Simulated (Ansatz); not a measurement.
The parent structure is Nb in the bcc (W type) structure (space group Im-3m, No. 229; a = 3.304 Å; relaxed with 0.1 eV smearing). Axes: x, y, z lie along the cube axes.

Level of theory: r2SCAN, PAW, 500 eV (Ansatz, a program for electronic structure; no spin-orbit coupling).

For the base:

The shortest interatomic distance comes out as 2.862 Å and the pressure comes out as 0.0 GPa.

Now apply this change: tensile biaxial strain of 2.09 % in the plane normal to [001], as in epitaxy on a mismatched substrate; the out-of-plane cell vector and the atoms relax.

Task: What happens to the shortest interatomic distance?

Result: The shortest interatomic distance grows by 0.0177 Å to 2.879 Å.

Task: What does the calculation give for the pressure after the change?

Result: The pressure (mean of the normal stresses, compression positive) goes from zero to -2.8 GPa.

Task: What happens to the ratio −ε⊥/ε∥?

Result: The ratio −ε⊥/ε∥ amounts to 1.14.

Stability against distortions was not tested. The final runs are not spin-polarised.
